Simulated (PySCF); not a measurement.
PySCF 2.14.0, WB97X/def2-svp, df: Mo(NH)(NMe)(Cl)(OMe) (C[N]=[Mo](=[NH])([Cl])[O]C), 14 atoms. The geometry is a generated start, not checked to be a minimum at this level.

```json
{
  "task": "energy",
  "method": "wb97x",
  "basis": "def2-svp",
  "two_electron_scheme": "density fitting",
  "mol.max_memory": "3000 MB",
  "mf.max_cycle": "100",
  "mf.conv_tol": "1e-09 (default)",
  "mf.grids.level": "3 (default)",
  "effective_core_potentials": "those of the basis set, past Kr",
  "basis_functions": "154",
  "grid_points": "180096"
}
```

```xyz
14

Mo    -0.7504    -0.0790     0.5951
N     -1.3094    -1.7037     0.8560
H     -1.6090    -2.6700     0.8291
N     -0.8500     0.3859    -1.0797
C     -0.9639     0.5244    -2.4810
H     -1.8959     1.0437    -2.7305
H     -0.1300     1.1047    -2.8945
H     -0.9819    -0.4601    -2.9679
Cl    -2.2262     1.2432     1.6079
O      0.8672     0.1910     1.2753
C      2.1934     0.1208     1.6665
H      2.5111    -0.9330     1.7138
H      2.8323     0.6589     0.9497
H      2.3126     0.5732     2.6601
```

Charge 0 and multiplicity 1 are set for this test and not shown to be the ground state.

With the defaults (mf.DIIS = CDIIS, mf.diis = true, newton = off, mf.init_guess = minao, mf.diis_space = 8, mf.damp = 0, mf.diis_start_cycle = 1, mf.level_shift = 0) it converges in 17 Fock builds. One run each on 2 threads, 1 BLAS thread, with these changes:
- mf.diis = false
- mf.level_shift = 1 Hartree
- mf.init_guess = 1e
- mf.diis_space = 20
- mf.init_guess = mod_huckel
- mf.DIIS = EDIIS
- mf.DIIS = ADIIS
- mf.diis = false, mf.damp = 0.7, mf.diis_start_cycle = 999
- newton = Hessian by the SCF's own integrals

Problem. Which of these changes keep the SCF from converging, or lead it to another solution?

Solution. No convergence: mf.DIIS = EDIIS; mf.diis = false (the run ends without SCF convergence in 100 cycles). The rest reach the solution of the defaults.

```
setting                                                    Fock builds             end
---------------------------------------------------------  -----------  --------------
mf.diis_space = 20                                                  16   same solution
the defaults                                                        17   same solution
mf.init_guess = mod_huckel                                          18   same solution
mf.DIIS = ADIIS                                                     21   same solution
mf.init_guess = 1e                                                  22   same solution
mf.level_shift = 1 Hartree                                          32   same solution
newton = Hessian by the SCF's own integrals                         38   same solution
mf.diis = false, mf.damp = 0.7, mf.diis_start_cycle = 999           46   same solution
mf.DIIS = EDIIS                                                    101  no convergence
mf.diis = false                                                    101  no convergence
```

Under newton the count holds the products with the orbital Hessian.
